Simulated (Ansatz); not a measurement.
## TiAl in the CsCl type structure (space group Pm-3m, No. 221; a cell from a computed database, its experimental status unchecked)

TiAl is modelled in the cubic space group Pm-3m (No. 221), the CsCl type structure, Pearson symbol cP2. Conventional cell: a = b = c = 3.1562 Å, α = β = γ = 90.00°. Ti on 1a has 8 Al at 2.733 Å and 6 Ti at 3.156 Å. Al on 1b is coordinated by 8 Ti at 2.733 Å and 6 Al at 3.156 Å. (Neighbours: up to the widest gap in distance over summed covalent radii, below 1.35, at either atom.)

Method: PBEsol (Ansatz, a program for electronic structure), no spin-orbit coupling. Γ-centred 15×15×15 mesh, Fermi–Dirac width 0.05 eV.

| Property | Value |
|---|---|
| Volume per atom | 15.72 Å³ |
| Density | 3.95 g/cm³ |
| Band gap | zero |
| Total energy | -1499.492 eV/atom (σ→0; compares only within this code and set-up) |

Whether these cells are dynamically stable was not tested. All final runs are without spin polarisation. An odd electron count without spin: TiAl. TiAl has a high density of states at the Fermi level and may be magnetic at this level.
